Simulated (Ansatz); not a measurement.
## HfC, response to strain

The reference is HfC in the rock salt structure (space group Fm-3m, No. 225; a = 4.6071 Å; relaxed with 0.1 eV smearing). Axes: x, y, z lie along the cube axes.

Strains are applied to the cell and any free atomic positions relax; under biaxial strain the out-of-plane vector relaxes too.

Computed with Kohn–Sham DFT with the PBEsol functional, run in Ansatz (a quantum-chemistry and plane-wave program) with PAW and 420 eV plane waves, without spin-orbit coupling.

| biaxial strain, plane normal [111], relaxed out of plane (%) | out-of-plane strain (%) |
|---|---|
| -2.5 | 1.39 |
| -2.08 | 1.15 |
| -1.67 | 0.92 |
| -1.25 | ? |
| -0.83 | 0.46 |
| -0.42 | 0.23 |
| 0 | 0.00 |

Question: Fit ε⊥ = −νε + γε² (strains in %) to the rows shown and predict the withheld row.

Answer: Least squares on the printed values gives ν = 0.55 (the biaxial Poisson response) and γ = 0.003 (largest residual 0.00 %); this predicts 0.69 %, and the run gives 0.69 %, in agreement.

No phonon test of stability was made. All final runs are without spin polarisation.
